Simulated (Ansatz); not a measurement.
# SiGe (model structure, started from the cinnabar type, P6₂22, No. 180, 6 atoms in the cell): equilibrium volume per atom by level of theory

No measured value is used here.

| level (code) | value (Å³/atom) |
|---|---|
| PBE (Ansatz) | ? |
| PBEsol (Ansatz) | 19.05 |
| PBE-D3(BJ) (Ansatz) | 19.08 |

### Question
What belongs in the gaps?

### Answer

- PBE (Ansatz, a first-principles code), value (Å³/atom): 19.72

Ansatz's density-functional and Hartree–Fock values are scalar-relativistic unless marked +SOC, with PAW data made under PBE.

A model structure was made by putting elements into a prototype or built by hand; it is no filed structure, need not be a known phase, and can be a saddle point held by its symmetry.
